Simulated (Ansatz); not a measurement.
Structures of equal composition on the (100) surface of fcc Cu: a layer of Os in place of the second plane; a layer of Os in place of the third plane. The slabs share one bottom face, and each structure is named by its start. These are constructed structures in small cells; real faces may alloy, dewet or reconstruct in larger ones, and not all known structures of the face are among them. Slabs of about 9 Å with all that they carry, Fermi-Dirac smearing of 0.1 eV. Bottom of the slabs: a bare face, its two planes held. Relaxed from the named starts with such symmetry as they have, on meshes of like density; energies extrapolated to zero smearing; no spin-orbit coupling, no U. Spin-polarised runs, if any, are marked in brackets, and their order is one that fits the cell; the others ran without spin.

All values below come from PBE (plane waves to 420 eV, PAW; Ansatz, a first-principles code).

Q: Put the candidates in order of energy per 1x1 cell, lowest first, for PBE.

A: a layer of Os in place of the third plane (0.000 eV), a layer of Os in place of the second plane (0.035 eV)
